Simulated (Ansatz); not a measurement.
## How far a parabola holds: energy against volume of zinc-blende BeS

Results of PBE (Ansatz, a first-principles code, PAW) for zinc-blende BeS. Numerical settings: plane-wave cutoff 520 eV, 12×12×12 k mesh, Fermi–Dirac smearing 0.01 eV, scalar-relativistic PAW data made under PBE. The cell has no free parameter but its volume, all volumes share cutoff and mesh, and the runs aren't spin-polarised. Energies are free energies at the run's smearing, counted from the lowest row; static lattice.

| V (Å³/atom) | E (meV/atom) |
|---|---|
| 13.622 | ? |
| 13.912 | 7.19 |
| 14.201 | 1.74 |
| 14.491 | 0.00 |
| 14.781 | 1.62 |
| 15.071 | 6.30 |

Using a parabola, estimate the missing E at V = 13.622 from the other rows, showing the fit.

With u = V - 14.5, the rows have u = -0.5880, -0.2990, -0.0090, 0.2810, 0.5710. Least squares gives E = -0.011 - 0.310·u + 20.101·u². Residuals (row less fit): 0.069, -0.139, 0.007, 0.131, -0.066; standard error 0.151 (degrees of freedom: 2). The fitted curve has its minimum at V = 14.5, where E = -0.01. Its curvature is d²E/dV² = 2 × 20.101 meV/Å⁶, so B = V0·d²E/dV² × 0.1602 = 93.4 GPa. At the withheld row, u = -0.8780, so E = -0.011 - 0.310 × (-0.8780) + 20.101 × (-0.8780)² = 15.757 meV/atom. The calculation gives 16.72 meV/atom, 0.963 meV/atom above the prediction (5.8 % of the range of E in the table). The row lies outside the fitted rows, so this is an extrapolation. From the scatter of the fitted rows alone, a prediction at this place has a standard error of 0.357 meV/atom, so the miss is 2.7 times that.

The residuals are curvature that a parabola lacks, not noise. A solid that stiffens under compression and softens on expansion lies above the parabola at the compressed end and under it at the expanded end, as this row does. A third-order Birch-Murnaghan fit to the whole scan has B0 = 92.9 GPa. Only scans are tabulated whose curvature falls smoothly with volume, and where the parabola meets the shown rows within 5 % of their range and misses the end by 0.1 meV or more.

Measured, for comparison: bulk modulus 105 GPa (room temperature, no zero-point or thermal correction; as tabulated in Narayana, Nesamony, Ruoff, Phys. Rev. B 56, no. 22 (1997)). Computed less measured: bulk modulus -12 %.
